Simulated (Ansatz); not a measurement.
Computed with PBE (plane waves to 420 eV, PAW; Ansatz, a first-principles code).

Plane-averaged electrostatic potential energy along the normal, in eV from the Fermi level, for a constructed model of the (111) surface of fcc Pd, p(2x2) layer of Sn, one a cell, on the site that continues the host's stacking (bottom of the slab: a bare face, its two planes held):

```csv
z (Å),V (eV)
3.61,5.22
3.89,5.22
4.17,5.22
4.44,5.22
4.72,5.21
5.00,5.21
5.28,5.19
5.56,5.17
5.83,5.11
6.11,4.98
6.39,4.72
6.67,4.15
6.94,2.91
7.22,-0.15
7.50,-6.69
7.78,-13.69
8.06,-17.80
8.33,-15.57
8.61,-9.09
8.89,-2.21
9.17,1.13
9.44,0.07
9.72,-5.55
10.00,-12.61
10.28,-17.54
10.56,-16.63
10.83,-10.74
11.11,-3.71
11.39,0.63
11.67,0.41
11.94,-4.40
12.22,-11.46
12.50,-17.02
12.78,-17.26
13.06,-11.97
13.33,-4.90
13.61,0.26
13.89,0.80
14.17,-3.10
14.44,-10.07
14.72,-16.21
15.00,-17.73
15.28,-13.24
15.56,-6.26
15.83,-0.34
16.11,1.07
16.39,-1.74
16.67,-8.41
16.94,-15.03
17.22,-17.94
17.50,-14.57
17.78,-7.82
18.06,-1.28
18.33,1.26
18.61,-0.14
18.89,-5.98
19.17,-13.01
19.44,-17.67
19.72,-16.35
20.00,-10.32
20.28,-3.45
20.56,0.45
20.83,0.87
21.11,1.16
21.39,1.85
21.67,1.86
21.94,1.20
22.22,1.24
22.50,2.39
22.78,3.33
23.06,3.77
23.33,4.00
23.61,4.11
23.89,4.17
24.17,4.20
24.44,4.21
24.72,4.22
25.00,4.22
25.28,4.22
25.56,4.23
25.83,4.23
```

Slab: 25 atoms, 13.8 Å thick at the start; k 8x8x1, smearing 0.1 eV, dipole-corrected; 8 atoms held, the rest relaxed; symmetry of the start imposed; no spin, no spin-orbit, no U. It is one candidate, not shown to be the stable structure of the face.

The surface cell has an area of 26.94 Å². What dipole along the normal does the step between the two vacuum levels imply?

the top vacuum level lies 0.99 eV below the bottom one; p = −ε₀ A ΔV (ε₀ = 0.005526 e/(V·Å)) gives 0.15 e·Å a cell.
